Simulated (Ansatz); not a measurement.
## BP (model structure, started from the WC type, P-6m2, No. 187, 2 atoms in the cell): properties by level of theory

| level (code) | lattice constant a (Å) | lattice parameter c (Å) | cohesive energy (eV/atom) |
|---|---|---|---|
| LDA (Ansatz) | [?] | 2.636 | 4.97 |
| PBE-D3(BJ) (Ansatz) | 2.965 | [?] | [?] |
| r²SCAN+rVV10 (Ansatz) | 3.017 | 2.627 | [?] |

Question: Some entries are withheld; supply them.

Answer: 
- LDA (Ansatz, an electronic-structure program), lattice constant a (Å): 2.963
- PBE-D3(BJ) (Ansatz), lattice parameter c (Å): 2.633
- PBE-D3(BJ) (Ansatz), cohesive energy (eV/atom): 4.36
- r²SCAN+rVV10 (Ansatz), cohesive energy (eV/atom): 3.97

Ansatz's density-functional and Hartree–Fock values are scalar-relativistic unless marked +SOC, with PAW data made under PBE.

Free atoms are spin-polarised, in the lowest state found; at levels without +SOC their spin–orbit coupling is left out.

A model structure was made by putting elements into a prototype or built by hand; it is no filed structure, need not be a known phase, and can be a saddle point held by its symmetry.
